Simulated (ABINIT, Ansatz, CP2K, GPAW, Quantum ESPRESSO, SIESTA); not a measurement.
## Code comparison for ZrHg3 (Pm-3m, 4 atoms in the cell)

Self-consistent single point, at a second geometry (lattice scaled by 0.98). First geometry:

```
ZrHg3
1.0
    4.41774     0.00000     0.00000
    0.00000     4.41774     0.00000
    0.00000     0.00000     4.41774
Zr Hg
1 3
Direct
  0.00000   0.00000   0.00000
  0.50000   0.50000   0.00000
  0.00000   0.50000   0.50000
  0.50000   0.00000   0.50000
```

Shared settings, as Ansatz (a first-principles code) writes them: kpoints.mp_grid.grid = 8 8 8; scf.occupations.method = gaussian; scf.occupations.width = 0.1 eV. Potentials and cutoffs stand in the table.

| code | model | ΔF from the first geometry (meV/atom) | pressure (GPa) | cutoff |
|---|---|---|---|---|
| CP2K | LDA (Pade form), GPW, DZVP-MOLOPT-SR-GTH basis, GTH-PADE potentials (GTH_POTENTIALS) | -26.6 | -0.29 | grid 500 Ry |
| Ansatz | LDA (PW92), PAW files made with PBE | -30.6 | -0.93 | default |
| ABINIT | LDA (PW92), norm-conserving pseudopotentials (PseudoDojo nc-sr-04 LDA standard) | -31.7 | -1.04 | 35 Ha |
| Quantum ESPRESSO | LDA (PZ), GBRV 1.5 ultrasoft (LDA) pseudopotentials | -28.8 | -0.64 | 40 Ry |
| SIESTA | LDA PW92, numerical atomic orbitals DZP, PseudoDojo LDA standard norm-conserving potentials (rewritten from UPF to PSML) | -95.3 | -9.21 | grid 350 Ry |
| GPAW | LDA (Perdew-Wang 92), GPAW PAW datasets LDA (gpaw-data 1.0.1) | -26.5 | -0.46 | 550 eV |

On Ansatz's run: spin-orbit coupling is off.

The spread over the programs that give each value: ΔF from the first geometry within 68.8 meV/atom; pressure within 8.92 GPa.

CP2K and SIESTA use small atom-centred bases, whose incompleteness enters pressures, forces and empty levels differently from a plane-wave cutoff. Ansatz's pressure is given at a fixed set of plane waves, as the other plane-wave codes print theirs; with its correction for the finite basis it is -0.88 GPa. The same LDA comes in different parametrisations, which differ slightly. In the pressure, SIESTA (by 8.43) lies more than 1 GPa from the median of the plane-wave programs.

The starting cell comes from a database of computed structures (which also holds hypothetical and non-ambient phases and stackings), without a prior relaxation at this level. For this run, on top of that: lattice scaled by 0.98.

Left out of this page: Elk and FLEUR (not drawn, or without a comparable value).

Keys are those of Ansatz 0.2.
